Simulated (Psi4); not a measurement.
Psi4 1.11, PBE/def2-svp: Cl[SiH2][SiH2][Si](Cl)(Cl)Cl, 11 atoms. The geometry is a generated start, not checked to be a minimum at this level.

```yaml
task: energy
method: pbe
basis: def2-svp
memory: 3 GB
maxiter: 100
keys_of_the_molecule_block: symmetry c1
scf_type: df (default)
e_convergence: 1e-06 (default)
d_convergence: 1e-06 (default)
dft_radial_points: 75 (default)
dft_spherical_points: 302 (default)
basis_functions: 146
grid_points: 230765
```

```xyz
11

Si     1.7574    -0.2558     0.9215
Cl     2.7594     1.3275     0.1621
Si     0.0369    -0.8752    -0.5228
Si    -1.7212     0.6574    -0.5069
Cl    -3.3421     0.1377    -1.6125
Cl    -2.3892     0.9151     1.4024
Cl    -1.1294     2.4872    -1.1652
H      1.2771     0.1494     2.2440
H      2.7540    -1.3076     1.1322
H     -0.4844    -2.1952    -0.1395
H      0.4815    -1.0404    -1.9154
```

With the defaults (diis = true, scf_initial_accelerator = adiis, damping_percentage = 0, guess = auto, which took SAD, level_shift = 0, level_shift_cutoff = 0.01, diis_max_vecs = 10) it converges in 8 SCF iterations. One run each on 2 threads, with these changes:
- damping_percentage = 60
- scf_initial_accelerator = none
- damping_percentage = 20
- diis_max_vecs = 6
- diis_max_vecs = 20
- level_shift = 0.1, level_shift_cutoff = 0.001
- diis = false, scf_initial_accelerator = none, damping_percentage = 60
- guess = sadno
- diis_max_vecs = 3

Question: Which of these changes keep the SCF from converging, or lead it to another solution?

Answer: No convergence: diis = false, scf_initial_accelerator = none, damping_percentage = 60 (the run ends without SCF convergence in 100 iterations). The rest reach the solution of the defaults.

```json
[
 {"setting": "the defaults", "SCF iterations": "8", "end": "same solution"},
 {"setting": "level_shift = 0.1, level_shift_cutoff = 0.001", "SCF iterations": "8", "end": "same solution"},
 {"setting": "scf_initial_accelerator = none", "SCF iterations": "8", "end": "same solution"},
 {"setting": "diis_max_vecs = 20", "SCF iterations": "8", "end": "same solution"},
 {"setting": "diis_max_vecs = 6", "SCF iterations": "8", "end": "same solution"},
 {"setting": "guess = sadno", "SCF iterations": "11", "end": "same solution"},
 {"setting": "diis_max_vecs = 3", "SCF iterations": "12", "end": "same solution"},
 {"setting": "damping_percentage = 20", "SCF iterations": "21", "end": "same solution"},
 {"setting": "damping_percentage = 60", "SCF iterations": "66", "end": "same solution"},
 {"setting": "diis = false, scf_initial_accelerator = none, damping_percentage = 60", "SCF iterations": "100", "end": "no convergence"}
]
```
